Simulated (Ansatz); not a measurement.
# Effect of pressure −1 GPa on FeS2

Start from FeS₂ (space group Pnnm, No. 58; a = 4.367 Å, b = 5.333 Å, c = 3.344 Å; non-magnetic).

Modification: a negative pressure, −1 GPa.

Level of theory: Ansatz (a program for electronic structure), PBEsol, PAW, cutoff 420 eV, without spin-orbit coupling, earlier PAW set. Settings: 8×6×10 k-points, 0.05 eV Fermi–Dirac smearing.

The volume per atom goes up by 0.08 Å³ to 13.06 Å³ and the density drops by 0.03 g/cm³, from 5.11 g/cm³ to 5.08 g/cm³. The shortest interatomic distance increases by 0.0043 Å (2.192 Å → 2.197 Å) and the band gap drops by 0.01 eV (0.91 eV → 0.90 eV). The gap character is still indirect, k = (3/8, 0, 0) in the run's primitive reciprocal basis → T and the smallest direct gap drops by 0.01 eV (1.23 eV → 1.22 eV). The width of the top valence band hardly moves (1.06 eV against 1.05 eV).

Final structure:

```
CELL_PARAMETERS angstrom
      4.37695     0.00000     0.00000
      0.00000     5.34274     0.00000
      0.00000     0.00000     3.35079
ATOMIC_POSITIONS crystal
  Fe 0.50000 0.50000 0.50000
  Fe 0.00000 0.00000 0.00000
  S  0.70732 0.87440 0.50000
  S  0.20732 0.62560 0.00000
  S  0.79268 0.37440 0.00000
  S  0.29268 0.12560 0.50000
```

Cost of the whole job for the changed cell (relaxation, final SCF and bands): very roughly 50 core-seconds.

Load acts through the strain it causes; cell and atoms are relaxed under it. Stability against distortions was not tested. Seeded moments were not kept for the base. All final runs are without spin polarisation.
